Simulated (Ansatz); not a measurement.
The parent structure is PbSe in the rock salt structure (space group Fm-3m, No. 225).

```
CELL_PARAMETERS angstrom
      0.00000     3.05080     3.05080
      3.05080     0.00000     3.05080
      3.05080     3.05080     0.00000
ATOMIC_POSITIONS crystal
  Se 0.00000 0.00000 0.00000
  Pb 0.50000 0.50000 0.50000
```

Cartesian axes are those of the cell as printed.

Method: PBEsol (Ansatz, an electronic-structure program), no spin-orbit coupling.

Free-standing slabs (2 atom(s) a layer) normal to the z axis with 15 Å of vacuum; in-plane cell held at bulk.

One change was made to it. Results:

```csv
quantity,base,after
band gap,0.17 eV,0.79 eV
gap character,–,"indirect, Γ–X (83 % along) → X"
```

Task: Which change produced these results?
A. 3 layers
B. 6 layers
C. 2 layers
D. 1 layer

Result: B, 6 layers. For comparison, the band gap in the other runs: 1 layer gives 0.44 eV; 2 layers gives 1.16 eV; 3 layers gives 0.68 eV.

Spin-orbit coupling, missing from the scalar runs, can matter with Pb. Whether these cells are dynamically stable was not tested. The zero or small gap of PbSe can change with the level of theory. k-point labels follow each cell's own Brillouin zone.
